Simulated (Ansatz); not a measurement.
Take Li in the bcc (W type) structure (space group Im-3m, No. 229; a = 3.477 Å) as the base.

All numbers come from Kohn–Sham DFT with the r2SCAN functional, run in Ansatz (a program for electronic structure) with PAW and 500 eV plane waves, no spin-orbit coupling.

Base values:

Magnetic state: not spin-polarised
Volume per atom: 21.03 Å³

One thing is altered: full substitution Li → Pr; the structure is relaxed again.

Tabulated Pauling electronegativity and covalent radius: Li 0.98, 1.28 Å; Pr 1.13, 2.03 Å.

What happens to the magnetic state and volume per atom?

The magnetic state changes from not spin-polarised to ferromagnetic; the volume per atom increases by 15.90 Å³ (21.03 Å³ → 36.93 Å³).

Other magnetic orders, which the real material may have, were not ruled out. Open 4f shells without U are poorly described, and the f state was not checked. Stability against distortions was not tested. This is not the structure that Pr has at room temperature and ambient pressure.
